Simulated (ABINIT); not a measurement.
**Short convergence ladders for Pd (Fm-3m, 1 atom in the cell)**

```
Pd
1.0
    0.00000     1.95084     1.95084
    1.95084     0.00000     1.95084
    1.95084     1.95084     0.00000
Pd
1
Direct
  0.00000   0.00000   0.00000
```

Base method: PBE, PAW (JTH v2.0 PBE PAW) (plane waves; ABINIT).

Base settings: pseudos = [Pd.GGA_PBE-JTH.xml]; ecut = 653 eV; pawecutdg = 1306 eV; pawxcdev = 0; occopt = 3; tsmear = 0.00367493 Ha; ngkpt = 5 5 5; nshiftk = 1; shiftk = 0 0 0; potentials = JTH v2.0 PBE PAW.

The count of work is k-points × plane waves × bands × iterations; it is no time. Core times come from one kind of shared machine, to one figure; runs under 30 s give none.

**The cutoff for other potential files**

Level: DFT, PBE, plane waves, norm-conserving pseudopotentials (PseudoDojo nc-sr-05 PBE standard).

In this ladder: pseudos = [Pd.upf]; pawecutdg = default; pawxcdev = default; potentials = PseudoDojo nc-sr-05 PBE standard.

The second cell is the first with its lattice scaled by 0.98.

The mesh stays at the base's, so the ladder's end is converged at best in this setting alone.

Only quantities that move along the ladder and can be compared are tabulated.

| ecut | free energy less the last step's (meV/atom) | energy of the compressed cell less the first (meV/atom) | pressure (GPa) | count of work / last |
|---|---|---|---|---|
| 490 eV | 10089.71 | -45.24 | -336.93 | 0.094 |
| 626 eV | 2493.03 | 93.14 | -116.91 | 0.13 |
| 789 eV | 309.76 | 89.85 | -17.06 | 0.19 |
| 952 eV | 20.07 | 84.87 | 5.72 | 0.25 |
| 1116 eV | 1.88 | 83.98 | 8.42 | 0.32 |
| 1333 eV | 1.19 | 83.98 | 8.40 | 0.42 |
| 1687 eV | 0.65 | 83.97 | 8.43 | 0.66 |
| 2231 eV | 0.00 | 83.97 | 8.44 | 1.0 |

Coarsest ecut that holds the pressure within 1 GPa of the last step, with all finer ones: 1116 eV, at 0.32 of the last step's count of work; the step before is off by 2.7 GPa.

Coarsest ecut that holds the energy of the compressed cell less the first within 0.5 meV/atom of the last step, with all finer ones: 1116 eV, at 0.32 of the last step's count of work; the step before is off by 0.89 meV/atom.

Coarsest ecut that holds the free energy within 5 meV/atom of the last step, with all finer ones: 1116 eV, at 0.32 of the last step's count of work; the step before is off by 20 meV/atom.

The energy difference between the two cells stays within 1 meV/atom of the last step's from 952 eV on, the total only from 1687 eV on: much of the error is common to both cells and cancels.

At the lowest cutoff the pressure lies 345 GPa under the last step's, the usual sign of Pulay stress in an incomplete plane-wave basis.

**The density cutoff**

The second cell is the first with its lattice scaled by 0.98.

The mesh stays at the base's, so the ladder's end is converged at best in this setting alone.

Only quantities that move along the ladder and can be compared are tabulated.

```csv
pawecutdg,energy of the compressed cell less the first (meV/atom),pressure (GPa)
653 eV,81.59,7.84
816 eV,82.36,8.15
980 eV,82.90,8.27
1306 eV,82.59,8.11
1633 eV,82.61,8.14
2612 eV,82.60,8.11
```

Coarsest pawecutdg that holds the energy of the compressed cell less the first within 0.2 meV/atom of the last step, with all finer ones: 1306 eV; the step before is off by 0.30 meV/atom.

Coarsest pawecutdg that holds the pressure within 0.2 GPa of the last step, with all finer ones: 816 eV; the step before is off by 0.27 GPa.

**The relaxed cell against the cutoff**

In this ladder: ionmov = 3; ntime = 40; tolmxf = 0.0002 Ha/bohr; optcell = 2; dilatmx = 1.08; ecutsm = 0.5 Ha. Moved along: pawecutdg.

The mesh stays at the base's, so the ladder's end is converged at best in this setting alone.

Only quantities that move along the ladder and can be compared are tabulated.

```csv
ecut,relaxed volume (Å³/atom),relaxation steps,core time / last (rough)
327 eV,15.836,5,0.5
381 eV,15.753,5,0.5
435 eV,15.527,4,–
544 eV,15.551,4,0.6
653 eV,15.547,4,0.4
762 eV,15.554,3,0.7
952 eV,15.539,4,0.6
1279 eV,15.540,4,1
```

Coarsest ecut that holds the relaxed volume within 0.016 Å³/atom of the last step, with all finer ones: 435 eV; the step before is off by 0.21 Å³/atom.

At the lowest cutoff the cell relaxes to a volume 1.9 % larger than at the highest.

On the base run: the starting cell has typed, rounded lattice constants, without a prior relaxation at this level. Its lattice was rescaled by up to half a per cent. Spin polarisation is off. Without a gap this mesh is coarse (it stands for a supercell whose shortest vector is 14 Å).
